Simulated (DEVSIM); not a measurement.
Structure: abrupt Si p-n junction, at 300 K.

Layer 1 from the left is Si, thickness (μm) 0.300, Na (cm⁻³) 4e18, τn (s) 2.7e-6, τp (s) 2.7e-6. Layer 2 from the left is Si, thickness (μm) 6.70, Nd (cm⁻³) 6.3e14, τn (s) 2.7e-6, τp (s) 2.7e-6.

Left contact: ohmic. Right contact: ohmic. Voltage is applied to the left contact. Recombination: SRH at mid-gap, Auger. Mobility is constant in doping.

The device is made up for the run: typed textbook-type constants, with dimensions and the other settings drawn at random. Values at 300 K.

Si: gap (eV) 1.124, affinity (eV) 4.05, permittivity 11.7, Nc (cm⁻³) 2.86e19, Nv (cm⁻³) 3.1e19, μn (cm²/Vs) 1417, μp (cm²/Vs) 470, Cn (cm⁶/s) 2.8e-31, Cp (cm⁶/s) 9.9e-32.

DEVSIM, 1D drift-diffusion, Boltzmann statistics, complete ionisation; no tunnelling, impact ionisation, image-force lowering or self-heating.

Dark forward current:

```tsv
|V| (V)	|J| (A/cm²)
0.05	1.101e-8
0.10	5.604e-8
0.15	2.890e-7
0.20	1.677e-6
0.25	1.059e-5
0.30	6.991e-5
0.35	0.0004703
0.40	0.003186
0.45	0.02152
0.50	0.1414
0.55	0.8280
0.60	3.804
0.65	13.76
0.70	42.79
0.75	120.1
0.80	298.3
0.85	623.9
0.90	1084
0.95	1602
1.00	2095
```

**Question.** Work out the local ideality factor n = ΔV / (kT/q · ln(J2/J1)) between the rows 0.15 and 0.20 V, 0.35 and 0.40 V, 0.95 and 1.00 V.

**Answer.** kT/q = 25.85 mV. From 0.15 to 0.20 V: ln(1.677e-6/2.890e-7) = 1.758, n = 1.10. From 0.35 to 0.40 V: ln(0.003186/0.0004703) = 1.913, n = 1.01, near the 1 of diffusion or emission over a barrier. From 0.95 to 1.00 V: ln(2095/1602) = 0.268, n = 7.21.

**Question.** Estimate the current at 0.35 V from the Shockley equation with J0 = Σ q ni² D/(N L) coth(W/L), τ joining the SRH, radiative and Auger lifetimes that are on, and W taken as the whole layer.

**Answer.** ni² = 1.16e20 cm⁻⁶; electrons in the p layer: μ = 1420 cm²/Vs, D = 36.6 cm²/s, τ = 5.12e-7 s, L = 43.3 μm, W/L = 0.0069, term 5.67e-12 A/cm²; holes in the n layer: μ = 470 cm²/Vs, D = 12.1 cm²/s, τ = 2.70e-6 s, L = 57.3 μm, W/L = 0.12, term 5.37e-10 A/cm². J0 = 5.42e-10 A/cm², and J = J0 exp(qV/kT) = 0.000412 A/cm². The simulation gives 0.000470 A/cm²; the estimate lies 12 % below. The estimate leaves out recombination in the depletion region and that region's share of W.
